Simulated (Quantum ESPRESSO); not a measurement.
Input and output of a self-consistent single point for YMg₁₄Zr (Amm2, 16 atoms in the cell) (Quantum ESPRESSO).

Level of theory: PBEsol, SSSP 1.1.2 efficiency (PBE) pseudopotentials (plane waves; Quantum ESPRESSO).

```yaml
crystal:
  lattice:
    - [10.35672, 0.00000, 0.00000]
    - [0.00000, 3.22011, 5.67947]
    - [0.00000, -3.22011, 5.67947]
  atoms:
    - { symbol: Y, position: [0.50000, 0.16623, 0.16623] }
    - { symbol: Mg, position: [0.00000, 0.16690, 0.16690] }
    - { symbol: Mg, position: [0.00000, 0.66711, 0.66711] }
    - { symbol: Mg, position: [0.50000, 0.16813, 0.66737] }
    - { symbol: Mg, position: [0.50000, 0.66737, 0.16813] }
    - { symbol: Mg, position: [0.00000, 0.16625, 0.66705] }
    - { symbol: Mg, position: [0.00000, 0.66705, 0.16625] }
    - { symbol: Mg, position: [0.24689, 0.33685, 0.82939] }
    - { symbol: Mg, position: [0.75311, 0.82939, 0.33685] }
    - { symbol: Mg, position: [0.75311, 0.33685, 0.82939] }
    - { symbol: Mg, position: [0.24689, 0.82939, 0.33685] }
    - { symbol: Mg, position: [0.24686, 0.33497, 0.33497] }
    - { symbol: Mg, position: [0.75314, 0.33497, 0.33497] }
    - { symbol: Mg, position: [0.25181, 0.83237, 0.83237] }
    - { symbol: Mg, position: [0.74819, 0.83237, 0.83237] }
    - { symbol: Zr, position: [0.50000, 0.66379, 0.66379] }
```

Reference input (self-consistent single point, DFT, PBEsol, plane waves, SSSP 1.1.2 efficiency (PBE) pseudopotentials): ecutwfc = 40 Ry; ecutrho = 320 Ry; occupations = smearing; smearing = fd; degauss = 0.0073499 Ry; input_dft = pbesol; potentials = {Y: Y_pbe_v1.uspp.F.UPF, Mg: Mg.pbe-n-kjpaw_psl.0.3.0.UPF, Zr: Zr_pbe_v1.uspp.F.UPF}; K_POINTS = automatic 3 5 5 1 1 1; conv_thr = 1e-10 Ry. This run's input differs from it in these lines:

```diff
@@ -44,3 +44,3 @@
 K_POINTS {automatic}
-3 5 5  1 1 1
+4 7 7  1 1 1
 CELL_PARAMETERS {alat}
```

Output (repeated stretches shortened):

```
     Self-consistent Calculation

     iteration #  1     ecut=    40.00 Ry     beta= 0.70

     negative rho (up, down):  1.016E-01 0.000E+00

     total energy              =    -642.39669064 Ry
     estimated scf accuracy    <       3.05009854 Ry

     iteration #  2     ecut=    40.00 Ry     beta= 0.70

     negative rho (up, down):  1.014E-01 0.000E+00

     total energy              =    -640.60535093 Ry
     estimated scf accuracy    <      70.20926037 Ry

     iteration #  3     ecut=    40.00 Ry     beta= 0.70

     negative rho (up, down):  1.025E-01 0.000E+00

     total energy              =    -644.59794395 Ry
     estimated scf accuracy    <       4.25360291 Ry

   [... 18 blocks of this kind left out ...]

     iteration # 22     ecut=    40.00 Ry     beta= 0.70

     negative rho (up, down):  1.056E-01 0.000E+00

     total energy              =    -644.80486806 Ry
     estimated scf accuracy    <          3.8E-10 Ry

     iteration # 23     ecut=    40.00 Ry     beta= 0.70

     negative rho (up, down):  1.056E-01 0.000E+00
     End of self-consistent calculation

     the Fermi energy is     4.5767 ev

!    total energy              =    -644.80486806 Ry
     estimated scf accuracy    <          1.4E-11 Ry
     smearing contrib. (-TS)   =      -0.02523110 Ry
     internal energy E=F+TS    =    -644.77963696 Ry

     convergence has been achieved in  23 iterations

     negative rho (up, down):  1.056E-01 0.000E+00

     Forces acting on atoms (cartesian axes, Ry/au):

     atom    1 type  1   force =     0.00000000    0.00000000    0.00209137
     atom    2 type  2   force =     0.00000000    0.00000000    0.00047974
     atom    3 type  2   force =     0.00000000    0.00000000    0.00126924
     atom    4 type  2   force =     0.00000000    0.00041081    0.00053335
     atom    5 type  2   force =     0.00000000   -0.00041081    0.00053335
   [... lines left out ...]
     Total force =     0.008270     Total SCF correction =     0.000003
   [... lines left out ...]

     negative rho (up, down):  1.056E-01 0.000E+00
          total   stress  (Ry/bohr**3)                   (kbar)     P=       -9.94
  -0.00005816   0.00000000   0.00000000           -8.56        0.00        0.00
   0.00000000  -0.00008018   0.00000000            0.00      -11.80        0.00
   0.00000000   0.00000000  -0.00006440            0.00        0.00       -9.47

   JOB DONE.
```

The run converged in 23 iterations. Against the reference run the free energy is nearly the same (within 1 meV/atom), the pressure hardly changes (-1.00 to -0.99 GPa) and the largest force goes from 0.120 to 0.128 eV/Å.

The starting cell comes from a database of computed structures (which also holds hypothetical and non-ambient phases and stackings), without a prior relaxation at this level.

Cost on one core of a shared machine: roughly 20 min.
